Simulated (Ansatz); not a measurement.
**What pressure −1 GPa does to TiC**

Base system: TiC in the rock salt structure (space group Fm-3m, No. 225; a = 4.2609 Å).

It is then changed as follows: hydrostatic tension (pressure −1 GPa).

Computed with DFT with LDA, PAW potentials and a 420 eV plane-wave cutoff in Ansatz (a program for electronic structure), no SOC. k-mesh 19×19×19 (Γ-centred); smearing 0.05 eV (Fermi–Dirac).

```tsv
quantity	base	changed	shift
volume per atom	9.67 Å³	9.70 Å³	+0.03 Å³
density	5.14 g/cm³	5.12 g/cm³	-0.02 g/cm³
lattice parameter a	4.261 Å	4.266 Å	+0.005 Å
shortest interatomic distance	2.130 Å	2.133 Å	+0.0025 Å
enthalpy H = E + PV relative to the base's energy	–	-0.06 eV/atom	–
band gap	zero	zero	–
```

Final structure:

```xyz
2
Lattice="0.0000 2.1329 2.1329 2.1329 0.0000 2.1329 2.1329 2.1329 0.0000" Properties=species:S:1:pos:R:3 pbc="T T T"
Ti     0.0000     0.0000     0.0000
C      2.1329     2.1329     2.1329
```

Load acts through the strain it causes; cell and atoms are relaxed under it. Stability against distortions was not tested. All final runs are without spin polarisation.
